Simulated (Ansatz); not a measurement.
A constructed model of the (111) surface of fcc Pd, a layer of Rh in place of the second plane (bottom of the slab: a bare face, its two planes held)

Computed with PBE (plane waves to 420 eV, PAW; Ansatz, a first-principles code).

Slab: 6 atoms, 11.4 Å thick at the start; k 15x15x1, smearing 0.1 eV, dipole-corrected; 2 atoms held, the rest relaxed; held to the start's symmetry, so lower structures may exist; no spin, no spin-orbit, no U. In PBE it lies 0.04 eV a 1x1 cell over the lowest computed structure of the same composition (a layer of Rh in place of the third plane).

* **work function of the top face**: 5.01 eV
* **energy released by relaxation**: 0.048 eV
* **cost**: around 110 core-seconds (rough)
